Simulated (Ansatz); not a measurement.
Fermi-surface data of Al (Fm-3m)

Given:

```xyz
1
Lattice="0.0000 1.9941 1.9941 1.9941 0.0000 1.9941 1.9941 1.9941 0.0000" Properties=species:S:1:pos:R:3 pbc="T T T"
Al     0.0000     0.0000     0.0000
```

Level of theory: PBEsol, rigid bands (plane waves, PAW, scalar-relativistic; Ansatz, an electronic-structure program). Condition of this run: hydrostatic pressure 2 GPa (the target of the relaxation). Cell: cell and atoms relaxed with PBEsol, then loaded as said.

```
Item                                                               Value
------------------------------------  ----------------------------------
density of states at the Fermi level  0.401 states/(eV·cell), both spins
bare Sommerfeld coefficient                    0.94 mJ/(mol of atoms·K²)
Drude plasma energy                                              12.4 eV
root-mean-square Fermi velocity                                1.5e6 m/s
resistivity times τ                                     3.2 ×10⁻²² Ω·m·s
```

A metal at this level (no band gap); rigid bands, thermally averaged at 300 K, both spins. Spin-orbit coupling is left out. τ is one relaxation time for all states.
